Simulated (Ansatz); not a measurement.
System: 1T (CdI2-type) PtTe2. Method: LDA in Ansatz (plane waves, PAW).

Run with plane-wave cutoff 520 eV, 18×18×12 k mesh (along the axes of the cell as run), Fermi–Dirac smearing 0.05 eV, scalar-relativistic PAW data made under PBE.

Results at a series of volumes:

```json
[
 {"V (Å³/atom)": "22.807", "E − E_lowest (meV/atom)": "9.06", "P (GPa)": "3.25"},
 {"V (Å³/atom)": "23.282", "E − E_lowest (meV/atom)": "2.12", "P (GPa)": "1.48"},
 {"V (Å³/atom)": "23.757", "E − E_lowest (meV/atom)": "0.00", "P (GPa)": "0.00"},
 {"V (Å³/atom)": "24.233", "E − E_lowest (meV/atom)": "1.85", "P (GPa)": "-1.20"},
 {"V (Å³/atom)": "24.708", "E − E_lowest (meV/atom)": "6.86", "P (GPa)": "-2.13"}
]
```

Task: Estimate the bulk modulus from the pressures at 23.282 and 24.233 Å³/atom, and compare it with a fit to all energies.

Result: B = −V dP/dV. Between V = 23.282 and 24.233 Å³/atom, dP/dV = (-1.20 − (1.48))/(24.233 − 23.282) = -2.82 GPa per Å³/atom; at the midpoint 23.758 Å³/atom this gives B ≈ 67.0 GPa. The third-order Birch–Murnaghan fit gives V0 = 23.757 Å³/atom, B0 = 66.3 GPa, B′ = 9.5, which lies within 1 % of that estimate.

Shape and atoms are relaxed at each volume.

Note: the bulk modulus comes from volumes at which shape and atoms were relaxed.

Spin–orbit coupling is not included.

Static lattice: no zero-point or thermal effects.

Ansatz is an electronic-structure program.
